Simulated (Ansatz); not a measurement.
MoTe2: Te → P

The reference is MoTe2 in the 2H-MoS2 type structure (space group P6_3/mmc, No. 194; a = 3.434 Å, c = 13.330 Å; layered, stacked along the Cartesian z axis).

Perturbation: full substitution Te → P, then cell and atoms are relaxed.

All numbers come from PBEsol-D3(BJ)/PAW in Ansatz (a program for electronic structure), no spin-orbit coupling. k-mesh 18×18×4 (Γ-centred); smearing 0.05 eV (Fermi–Dirac), for the changed cell.

| quantity | base | changed | shift |
|---|---|---|---|
| density | 8.57 g/cm³ | 5.99 g/cm³ | -2.572 g/cm³ |
| c/a ratio | 3.882 | 4.010 | +0.128 |
| space group | P6_3/mmc (No. 194) | P6_3/mmc (No. 194) | – |
| band gap | 0.33 eV | zero | – |

Final structure:

```
CELL_PARAMETERS angstrom
      2.93131     0.00000     0.00000
     -1.46565     2.53858     0.00000
      0.00000     0.00000    11.75571
ATOMIC_POSITIONS crystal
  Mo 0.33333 0.66667 0.75000
  Mo 0.66667 0.33333 0.25000
  P  0.33333 0.66667 0.09945
  P  0.66667 0.33333 0.59945
  P  0.66667 0.33333 0.90055
  P  0.33333 0.66667 0.40055
```

Spin-orbit coupling, missing from the scalar runs, can matter with Te. Stability against distortions was not tested. As relaxed here, MoP2 is a hypothetical phase, not in the database extracts checked. The final runs are not spin-polarised. MoP2 has a high density of states at the Fermi level and may be magnetic at this level. The D3 term's C6 switches between coordination references near this geometry, which can add small steps to energies.
